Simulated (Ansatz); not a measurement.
Data:

```yaml
crystal:
  lattice:
    - [3.11954, 0.00000, 0.00000]
    - [-1.55977, 2.70160, 0.00000]
    - [0.00000, 0.00000, 4.96668]
  atoms:
    - { symbol: Al, position: [0.66667, 0.33333, 0.49862] }
    - { symbol: Al, position: [0.33333, 0.66667, 0.99862] }
    - { symbol: N, position: [0.66667, 0.33333, 0.88138] }
    - { symbol: N, position: [0.33333, 0.66667, 0.38138] }
```

All values below come from r2SCAN with spin-orbit coupling, rigid bands (plane waves, PAW; Ansatz, a first-principles code). Condition of this run: biaxial stress xx = yy = -2 GPa (compression positive) (the target of the relaxation). Cell: cell and atoms relaxed with r2SCAN, then loaded as said.

**Question.** Predict the hole conductivity mass (n e² τ/σ) at 300 K, by direction if it differs.

**Answer.** 3.5 (x), 3.5 (y), 0.39 (z) mₑ.

**Question.** What conductivity effective mass do dilute electrons have at 300 K?

**Answer.** 0.32 (x), 0.32 (y), 0.31 (z) mₑ.

**Question.** And the band gap?

**Answer.** 4.78 eV at this level; semilocal functionals usually fall short of the measured gap.

Rigid bands, one relaxation time for all states, no polarons.
